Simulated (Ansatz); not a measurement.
Consider interstitial Li in rock-salt PbS, charge state +1. Method: PBE, PAW (plane waves to 420 eV; Ansatz, a quantum-chemistry and plane-wave program).

64-site cell at the relaxed PBE lattice, one k-point at (0.250, 0.250, 0.250), smearing 0.05 eV, spin-restricted, no finite-size correction. Static, classical nuclei. Spin-orbit coupling is left out. PBE gaps are too small, and in this host the defect's levels may merge with the bands. The charge state is imposed; whether it is stable for some Fermi level was not computed. Sites that were not tried may lie lower.

Barriers: single points on a 2×2×2 k-point mesh shifted by half a step at the bands' geometries.

Relaxed starting cell (atoms counted from 1):

```yaml
crystal:
  lattice:
    - [12.01698, 0.00000, 0.00000]
    - [0.00000, 12.01698, 0.00000]
    - [0.00000, 0.00000, 12.01698]
  atoms:
    - { symbol: Pb, position: [0.98458, 0.98483, 0.98479] }
    - { symbol: Pb, position: [0.00040, 0.00063, 0.49610] }
    - { symbol: Pb, position: [0.00031, 0.49607, 0.00085] }
    - { symbol: Pb, position: [0.99920, 0.50280, 0.50302] }
    - { symbol: Pb, position: [0.49587, 0.00057, 0.00077] }
    - { symbol: Pb, position: [0.50260, 0.99944, 0.50305] }
    - { symbol: Pb, position: [0.50243, 0.50271, 0.99952] }
    - { symbol: Pb, position: [0.49978, 0.50004, 0.50028] }
    - { symbol: S, position: [0.24471, 0.00415, 0.00483] }
    - { symbol: S, position: [0.25074, 0.99807, 0.50385] }
    - { symbol: S, position: [0.25114, 0.50350, 0.99820] }
    - { symbol: S, position: [0.24946, 0.49826, 0.49843] }
    - { symbol: S, position: [0.74579, 0.99872, 0.99918] }
    - { symbol: S, position: [0.75070, 0.00057, 0.49912] }
    - { symbol: S, position: [0.75105, 0.49873, 0.00074] }
    - { symbol: S, position: [0.74955, 0.50045, 0.50062] }
    - { symbol: Pb, position: [0.98537, 0.26511, 0.26493] }
    - { symbol: Pb, position: [0.00030, 0.24921, 0.75391] }
    - { symbol: Pb, position: [0.00043, 0.75397, 0.24941] }
    - { symbol: Pb, position: [0.99849, 0.74691, 0.74711] }
    - { symbol: Pb, position: [0.49609, 0.24936, 0.24953] }
    - { symbol: Pb, position: [0.50225, 0.25076, 0.74769] }
    - { symbol: Pb, position: [0.50240, 0.74750, 0.25099] }
    - { symbol: Pb, position: [0.49938, 0.74976, 0.74998] }
    - { symbol: S, position: [0.24525, 0.24567, 0.24622] }
    - { symbol: S, position: [0.25172, 0.25204, 0.74704] }
    - { symbol: S, position: [0.25165, 0.74668, 0.25223] }
    - { symbol: S, position: [0.24912, 0.75180, 0.75197] }
    - { symbol: S, position: [0.74626, 0.25184, 0.25204] }
    - { symbol: S, position: [0.75147, 0.24953, 0.75179] }
    - { symbol: S, position: [0.75144, 0.75161, 0.24966] }
    - { symbol: S, position: [0.74937, 0.74976, 0.74990] }
    - { symbol: Pb, position: [0.26478, 0.98568, 0.26490] }
    - { symbol: Pb, position: [0.24897, 0.00056, 0.75398] }
    - { symbol: Pb, position: [0.24911, 0.49659, 0.24967] }
    - { symbol: Pb, position: [0.25050, 0.50258, 0.74772] }
    - { symbol: Pb, position: [0.75370, 0.00070, 0.24940] }
    - { symbol: Pb, position: [0.74674, 0.99871, 0.74711] }
    - { symbol: Pb, position: [0.74699, 0.50261, 0.25106] }
    - { symbol: Pb, position: [0.74951, 0.49952, 0.75004] }
    - { symbol: S, position: [0.00416, 0.00438, 0.24523] }
    - { symbol: S, position: [0.99850, 0.99884, 0.74614] }
    - { symbol: S, position: [0.99790, 0.50368, 0.25166] }
    - { symbol: S, position: [0.00034, 0.49879, 0.75156] }
    - { symbol: S, position: [0.50341, 0.99781, 0.25157] }
    - { symbol: S, position: [0.49846, 0.00056, 0.75147] }
    - { symbol: S, position: [0.49808, 0.49806, 0.24984] }
    - { symbol: S, position: [0.50019, 0.50043, 0.74997] }
    - { symbol: Pb, position: [0.26423, 0.26460, 0.98599] }
    - { symbol: Pb, position: [0.24896, 0.24927, 0.49679] }
    - { symbol: Pb, position: [0.24889, 0.75367, 0.00089] }
    - { symbol: Pb, position: [0.25050, 0.74743, 0.50286] }
    - { symbol: Pb, position: [0.75331, 0.24910, 0.00088] }
    - { symbol: Pb, position: [0.74704, 0.25073, 0.50275] }
    - { symbol: Pb, position: [0.74665, 0.74684, 0.99917] }
    - { symbol: Pb, position: [0.74951, 0.74972, 0.49986] }
    - { symbol: S, position: [0.00405, 0.24483, 0.00475] }
    - { symbol: S, position: [0.99768, 0.25125, 0.50384] }
    - { symbol: S, position: [0.99861, 0.74597, 0.99932] }
    - { symbol: S, position: [0.00011, 0.75120, 0.49923] }
    - { symbol: S, position: [0.50331, 0.25117, 0.99800] }
    - { symbol: S, position: [0.49789, 0.24967, 0.49824] }
    - { symbol: S, position: [0.49855, 0.75113, 0.00072] }
    - { symbol: S, position: [0.49998, 0.74978, 0.50061] }
    - { symbol: Li, position: [0.12399, 0.12418, 0.12521] }
```
Cell charge +1.

End state 1 differs by these moves (Å; atoms that move under 0.08 Å are left out):

```json
[
 {"atom": "1", "element": "Pb", "Δx": "0.00", "Δy": "0.00", "Δz": "0.36"},
 {"atom": "2", "element": "Pb", "Δx": "0.00", "Δy": "0.00", "Δz": "0.10"},
 {"atom": "9", "element": "S", "Δx": "0.01", "Δy": "0.01", "Δz": "-0.10"},
 {"atom": "10", "element": "S", "Δx": "0.01", "Δy": "0.01", "Δz": "-0.08"},
 {"atom": "17", "element": "Pb", "Δx": "0.18", "Δy": "-0.19", "Δz": "-0.21"},
 {"atom": "18", "element": "Pb", "Δx": "-0.19", "Δy": "0.18", "Δz": "-0.21"},
 {"atom": "19", "element": "Pb", "Δx": "-0.02", "Δy": "-0.08", "Δz": "0.05"},
 {"atom": "20", "element": "Pb", "Δx": "0.02", "Δy": "0.08", "Δz": "0.05"},
 {"atom": "21", "element": "Pb", "Δx": "0.08", "Δy": "0.02", "Δz": "0.05"},
 {"atom": "22", "element": "Pb", "Δx": "-0.08", "Δy": "-0.02", "Δz": "0.05"},
 {"atom": "25", "element": "S", "Δx": "0.07", "Δy": "0.06", "Δz": "0.10"},
 {"atom": "26", "element": "S", "Δx": "-0.08", "Δy": "-0.08", "Δz": "0.11"},
 {"atom": "33", "element": "Pb", "Δx": "-0.19", "Δy": "0.18", "Δz": "-0.21"},
 {"atom": "34", "element": "Pb", "Δx": "0.18", "Δy": "-0.19", "Δz": "-0.21"},
 {"atom": "35", "element": "Pb", "Δx": "0.02", "Δy": "0.08", "Δz": "0.05"},
 {"atom": "36", "element": "Pb", "Δx": "-0.02", "Δy": "-0.08", "Δz": "0.05"},
 {"atom": "37", "element": "Pb", "Δx": "-0.08", "Δy": "-0.02", "Δz": "0.05"},
 {"atom": "38", "element": "Pb", "Δx": "0.08", "Δy": "0.02", "Δz": "0.05"},
 {"atom": "41", "element": "S", "Δx": "-0.08", "Δy": "-0.08", "Δz": "0.11"},
 {"atom": "42", "element": "S", "Δx": "0.07", "Δy": "0.06", "Δz": "0.10"},
 {"atom": "49", "element": "Pb", "Δx": "0.00", "Δy": "0.00", "Δz": "0.36"},
 {"atom": "50", "element": "Pb", "Δx": "0.00", "Δy": "0.00", "Δz": "0.10"},
 {"atom": "57", "element": "S", "Δx": "0.01", "Δy": "0.01", "Δz": "-0.10"},
 {"atom": "58", "element": "S", "Δx": "0.01", "Δy": "0.01", "Δz": "-0.08"},
 {"atom": "65", "element": "Li", "Δx": "0.01", "Δy": "0.02", "Δz": "-3.00"}
]
```

Task: What is the computed forward and backward barriers to end state 1 (PBE, PAW)?

Result: forward 0.62 eV, backward 0.62 eV; at the saddle point atom 65 has neighbours 2 Pb at 2.65; 2 S at 2.25 Å. The saddle point's order was not checked, and it lies on a symmetry element of the cell, where a band can be held.
